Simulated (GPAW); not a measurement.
# A self-consistent single point of Ca3AsP (Pm-3m, 5 atoms in the cell) with GPAW

Level of theory: PBEsol, GPAW PAW datasets PBEsol (made by gpaw-setup) (plane waves; GPAW).

The input file:

```python
from ase import Atoms
from ase.units import GPa
from gpaw import GPAW

atoms = Atoms(['Ca', 'Ca', 'Ca', 'P', 'As'],
              cell=[[5.424850, 0.000000, 0.000000],
                    [0.000000, 5.424850, 0.000000],
                    [0.000000, 0.000000, 5.424850]],
              scaled_positions=[[0.000000, 0.500000, 0.500000],
                                [0.500000, 0.000000, 0.500000],
                                [0.500000, 0.500000, 0.000000],
                                [0.000000, 0.000000, 0.000000],
                                [0.500000, 0.500000, 0.500000]],
              pbc=True)

calc = GPAW(mode={'name': 'pw', 'ecut': 600},
            xc='PBEsol',
            kpts={'size': (4, 4, 4), 'gamma': True},
            occupations={'name': 'methfessel-paxton', 'width': 0.05, 'order': 0},
            nbands=-6,
            convergence={'density': 1e-05, 'energy': 1e-05, 'bands': -4},
            symmetry={'symmorphic': False, 'tolerance': 0.0005},
            maxiter=100)

atoms.calc = calc

energy = atoms.get_potential_energy()
print('Energy (eV):', round(energy, 6))
forces = atoms.get_forces()
print('Forces (eV/Ang):')
print(forces.round(5))
stress = atoms.get_stress()
print('Stress (GPa, Voigt):', (stress / GPa).round(4))
```

Output, abridged:

```
Input parameters:
  convergence: {bands: -4,
                density: 1e-05,
                energy: 1e-05}
  kpts: {gamma: True,
         size: (4, 4, 4)}
  maxiter: 100
  mode: {ecut: 600,
         name: pw}
  nbands: -6
  occupations: {name: methfessel-paxton,
                order: 0,
                width: 0.05}
  symmetry: {symmorphic: False,
             tolerance: 0.0005}
  xc: PBEsol

species:
  Ca:
    name: Calcium
    Z: 20.0
    valence: 10
    core: 10
    charge: 0.0
    file: Ca.PBEsol.gz

    # Using partial waves for Ca as LCAO basis

  P:
    name: Phosphorus
    Z: 15.0
    valence: 5
    core: 10
    charge: 0.0
    file: P.PBEsol.gz

    # Using partial waves for P as LCAO basis

  As:
    name: Arsenic
    Z: 33.0
    valence: 5
    core: 28
    charge: 0.0
    file: As.PBEsol.gz

    # Using partial waves for As as LCAO basis

Reference energy: -126208.992560  # eV

Spin-paired calculation

Convergence criteria:
 Maximum [total energy] change in last 3 cyles: 1e-05 eV / valence electron
 Maximum integral of absolute [dens]ity change: 1e-05 electrons / valence electron
 Maximum integral of absolute [eigenst]ate change: 4e-08 eV^2 / valence electron
 Maximum number of scf [iter]ations: 100

Symmetries present (total): 48
Symmetries with fractional translations: 0
64 k-points: 4 x 4 x 4 Monkhorst-Pack grid + [1/8,1/8,1/8]
10 k-points in the irreducible part of the Brillouin zone
       k-points in crystal coordinates                weights
   0:     0.00000000    0.00000000    0.00000000          1/64
   1:     0.25000000    0.00000000    0.00000000          6/64
   2:     0.25000000    0.25000000    0.00000000         12/64
   [... 7 lines left out ...]

Wave functions: Plane wave expansion
  Cutoff energy: 600.000 eV
  Number of coefficients (min, max): 5280, 5400
  Pulay-stress correction: 0.000000 eV/Ang^3 (de/decut=0.000000)

Occupation numbers: Methfessel-Paxton:
  width: 0.0500  # eV
  order: 0

Eigensolver

Densities:
  Coarse grid: 32*32*32 grid
  Fine grid: 64*64*64 grid
  Total Charge: 0.000000

Density mixing:
  Method: separate
  Backend: pulay
  Linear mixing parameter: 0.05
  old densities: 5
  Damping of long wavelength oscillations: 50

Hamiltonian:
  XC and Coulomb potentials evaluated on a 64*64*64 grid
  External potential:
    NoExternalPotential

XC parameters: PBEsol with 2 nearest neighbor stencil

Number of atoms: 5
Number of atomic orbitals: 23
Number of bands in calculation: 26
Number of valence electrons: 40
Bands to converge: 22

Density initialized from atomic densities
  23 bands from LCAO basis set
  3 bands from random numbers

Atomic positions and initial magnetic moments

Positions:
   0 Ca     0.000000    2.712425    2.712425    ( 0.0000,  0.0000,  0.0000)
   1 Ca     2.712425    0.000000    2.712425    ( 0.0000,  0.0000,  0.0000)
   2 Ca     2.712425    2.712425    0.000000    ( 0.0000,  0.0000,  0.0000)
   3 P      0.000000    0.000000    0.000000    ( 0.0000,  0.0000,  0.0000)
   4 As     2.712425    2.712425    2.712425    ( 0.0000,  0.0000,  0.0000)

Unit cell:
           periodic     x           y           z      points  spacing
  1. axis:    yes    5.424850    0.000000    0.000000    32     0.1695
  2. axis:    yes    0.000000    5.424850    0.000000    32     0.1695
  3. axis:    yes    0.000000    0.000000    5.424850    32     0.1695

  Lengths:   5.424850   5.424850   5.424850
  Angles:   90.000000  90.000000  90.000000

Effective grid spacing dv^(1/3) = 0.1695

     iter     time        total  log10-change:
                         energy   eigst   dens
iter:   1 --:--:--   -21.085149   +0.53
iter:   2 --:--:--   -21.207763   -0.23  -1.00
iter:   3 --:--:--   -20.787163   -0.51  -1.08
iter:   4 --:--:--   -20.795959   -0.64  -1.25
iter:   5 --:--:--   -20.731951   -1.24  -1.52
iter:   6 --:--:--   -20.735674   -1.55  -1.80
iter:   7 --:--:--   -20.685564   -1.76  -1.73
iter:   8 --:--:--   -20.675343   -1.83  -2.23
iter:   9 --:--:--   -20.675265   -2.01  -2.51
iter:  10 --:--:--   -20.674911   -2.27  -2.53
iter:  11 --:--:--   -20.673178   -2.40  -2.62
iter:  12 --:--:--   -20.673231   -2.55  -3.41
iter:  13 --:--:--   -20.673217c  -1.80  -3.72
iter:  14 --:--:--   -20.673222c  -2.07  -3.82
iter:  15 --:--:--   -20.673222c  -2.30  -3.78
iter:  16 --:--:--   -20.673223c  -2.40  -3.77
iter:  17 --:--:--   -20.673217c  -2.65  -3.75
iter:  18 --:--:--   -20.673213c  -1.68  -3.81
   [... 8 lines left out ...]
iter:  27 --:--:--   -20.673211c  -2.60  -4.41
iter:  28 --:--:--   -20.673211c  -2.76  -4.57
iter:  29 --:--:--   -20.673211c  -2.91  -4.64
iter:  30 --:--:--   -20.673211c  -3.12  -4.85
iter:  31 --:--:--   -20.673211c  -3.33  -4.88
iter:  32 --:--:--   -20.673211c  -3.53  -5.07c
iter:  33 --:--:--   -20.673212c  -3.76  -5.14c
iter:  34 --:--:--   -20.673212c  -4.00  -5.23c
iter:  35 --:--:--   -20.673212c  -4.23  -5.31c
iter:  36 --:--:--   -20.673211c  -4.43  -5.34c
iter:  37 --:--:--   -20.673211c  -4.72  -5.72c
   [... 6 lines left out ...]
iter:  44 --:--:--   -20.673211c  -6.41  -6.76c
iter:  45 --:--:--   -20.673211c  -6.65  -6.73c
iter:  46 --:--:--   -20.673211c  -6.90  -6.85c
iter:  47 --:--:--   -20.673211c  -7.15  -6.81c
iter:  48 --:--:--   -20.673211c  -7.37  -6.88c
iter:  49 --:--:--   -20.673211c  -7.61c -7.15c

Converged after 49 iterations.

Dipole moment: (0.000000, 0.000000, 0.000000) |e|*Ang

Energy contributions relative to reference atoms: (reference = -126208.992560)

Kinetic:        +21.858196
Potential:      -13.797753
External:        +0.000000
XC:             -26.975302
Entropy (-ST):   -0.001052
Local:           -1.757827
SIC:             +0.000000
--------------------------
Free energy:    -20.673737
Extrapolated:   -20.673211

Showing only first 2 kpts
 Kpt  Band  Eigenvalues  Occupancy
  0    18      3.55654    1.76954
  0    19      3.55654    1.76954
  0    20      3.61298    0.69139
  0    21      4.46870    0.00000

  1    18      3.11252    2.00000
  1    19      3.11252    2.00000
  1    20      4.52175    0.00000
  1    21      4.77898    0.00000

Fermi level: 3.59894

Gap: 0.056 eV
Transition (v -> c):
  (s=0, k=0, n=19, [0.00, 0.00, 0.00]) -> (s=0, k=0, n=20, [0.00, 0.00, 0.00])
No difference between direct/indirect transitions
Energy (eV): -20.673211

Forces in eV/Ang:
  0 Ca   -0.00000    0.00000    0.00000
  1 Ca   -0.00000   -0.00000    0.00000
  2 Ca    0.00000    0.00000    0.00000
  3 P     0.00000    0.00000    0.00000
  4 As    0.00000   -0.00000    0.00000

Stress tensor:
     0.008062     0.000000     0.000000
     0.000000     0.008062     0.000000
     0.000000     0.000000     0.008062
Stress (GPa, Voigt): [1.2916 1.2916 1.2916 0.     0.     0.    ]
```

The run converged in 49 iterations. GPAW prints stress with tension positive.

The starting cell comes from a database of computed structures (which also holds hypothetical and non-ambient phases and stackings), without a prior relaxation at this level. The run gives no clean gap (levels at the Fermi energy touch, overlap or are partly filled at this smearing), which alone does not show that the compound is a metal. The log's line on a gap gives a spacing of levels on this mesh, which the program prints for metals too.

Cost on one core of a shared machine: roughly 70 s.
